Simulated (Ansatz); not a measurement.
The reference is BeTe in the zinc blende structure (space group F-43m, No. 216; a = 5.6568 Å). Axes: x, y, z lie along the cube axes.

Calculations: DFT with r2SCAN, PAW potentials and a 500 eV plane-wave cutoff in Ansatz (a program for electronic structure), no spin-orbit coupling.

Perturbation: uniaxial strain ε_zz = +2.00 %, all other strain components held at zero, atoms relaxed at fixed cell.

**Question.** Predict the stress tensor and what it implies for the stiffness.

**Answer.** Stress of the strained cell less that of the base (GPa, compression positive):
```
  -0.71    0.00    0.00
   0.00   -0.71    0.00
   0.00    0.00   -1.98
```

Then −Δσ_ii/ε with ε = 0.0200 gives secant stiffness values (nonlinear terms included at this strain): C33 ≈ 99 GPa, C13 ≈ 35 GPa and C23 ≈ 35 GPa.

Stability against distortions was not tested.
